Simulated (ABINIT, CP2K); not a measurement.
A CP2K input for a self-consistent single point of SnTe (Fm-3m, 2 atoms in the cell) (DFT PBE, GPW, DZVP-MOLOPT-SR-GTH basis, GTH-PBE potentials (GTH_POTENTIALS)):

```
&GLOBAL
  PROJECT calc
  RUN_TYPE ENERGY_FORCE
  PRINT_LEVEL MEDIUM
&END GLOBAL
&FORCE_EVAL
  METHOD Quickstep
  STRESS_TENSOR ANALYTICAL
  &DFT
    BASIS_SET_FILE_NAME BASIS_MOLOPT
    POTENTIAL_FILE_NAME GTH_POTENTIALS
    &QS
      METHOD GPW
      EPS_DEFAULT 1E-10
    &END QS
    &MGRID
      CUTOFF 400
      REL_CUTOFF 50
      NGRIDS 4
    &END MGRID
    &SCF
      SCF_GUESS ATOMIC
      EPS_SCF 1E-6
      MAX_SCF 100
      ADDED_MOS 4
      &DIAGONALIZATION
        ALGORITHM STANDARD
      &END DIAGONALIZATION
      &MIXING
        METHOD BROYDEN_MIXING
        ALPHA 0.2
        NBUFFER 10
      &END MIXING
      &SMEAR ON
        METHOD GAUSSIAN
        SIGMA [eV] 0.136
      &END SMEAR
    &END SCF
    &KPOINTS
      SCHEME MONKHORST-PACK 6 6 6
      GAMMA_CENTERED T
    &END KPOINTS
    &XC
      &XC_FUNCTIONAL PBE
      &END XC_FUNCTIONAL
    &END XC
    &PRINT
      &MO
        EIGENVALUES T
        OCCUPATION_NUMBERS T
        NDIGITS 8
        FILENAME mo
        &EACH
          QS_SCF 0
        &END EACH
        ADD_LAST NUMERIC
      &END MO
      &MULLIKEN ON
      &END MULLIKEN
    &END PRINT
  &END DFT
  &SUBSYS
    &CELL
      A 4.41801700 0.00000000 0.00000000
      B 2.20900900 3.82611500 0.00000000
      C 2.20900900 1.27537200 3.60729600
      PERIODIC XYZ
    &END CELL
    &COORD
      SCALED
      Sn       0.00000000     0.00000000     0.00000000
      Te       0.50000000     0.50000000     0.50000000
    &END COORD
    &KIND Sn
      BASIS_SET DZVP-MOLOPT-SR-GTH
      POTENTIAL GTH-PBE-q4
    &END KIND
    &KIND Te
      BASIS_SET DZVP-MOLOPT-SR-GTH
      POTENTIAL GTH-PBE-q6
    &END KIND
  &END SUBSYS
  &PRINT
    &FORCES ON
    &END FORCES
    &STRESS_TENSOR ON
    &END STRESS_TENSOR
  &END PRINT
&END FORCE_EVAL
```

**Question.** Give the ABINIT input for the same structure, mesh, smearing and functional.

**Answer.** This is the input that was run; spellings and numerical settings could be chosen otherwise.

```
# SnTe, PseudoDojo nc-sr-05 PBE standard
pp_dirpath "./"
pseudos "Sn.upf, Te.upf"
acell 3*1.0 Angstrom
rprim
         0.0000000000    3.1240100000    3.1240100000
         3.1240100000    0.0000000000    3.1240100000
         3.1240100000    3.1240100000    0.0000000000
natom 2
ntypat 2
znucl 50 52
typat 1 2
xred
         0.0000000000    0.0000000000    0.0000000000
         0.5000000000    0.5000000000    0.5000000000
ecut 41 Ha
occopt 7
tsmear 0.00499791
nband 21
kptopt 1
ngkpt 6 6 6
nshiftk 1
shiftk 0 0 0
nstep 80
toldfe 1.0e-09
prtwf 0
prtden 0
prtvol 1
```

Basis settings and potentials, where a program has them, do not carry over. This input uses DFT, PBE, plane waves, norm-conserving pseudopotentials (PseudoDojo nc-sr-05 PBE standard). Both were run: pressure 4.57 GPa in CP2K and 3.59 in ABINIT.

On ABINIT: the starting cell comes from a database of computed structures (which also holds hypothetical and non-ambient phases and stackings), without a prior relaxation at this level. Its lattice was rescaled by a random factor within 2.5 % of one. With a pressure of about 4 GPa the cell is away from its equilibrium volume at this level. The run gives no clean gap (levels at the Fermi energy touch, overlap or are partly filled at this smearing), which alone does not show that the compound is a metal.

On CP2K: the starting cell comes from a database of computed structures (which also holds hypothetical and non-ambient phases and stackings), without a prior relaxation at this level. Its lattice was rescaled by a random factor within 2.5 % of one. Values carry the incompleteness of an atom-centred basis. With a pressure of about 5 GPa the cell is away from its equilibrium volume at this level. The run gives no clean gap (levels at the Fermi energy touch, overlap or are partly filled at this smearing), which alone does not show that the compound is a metal.
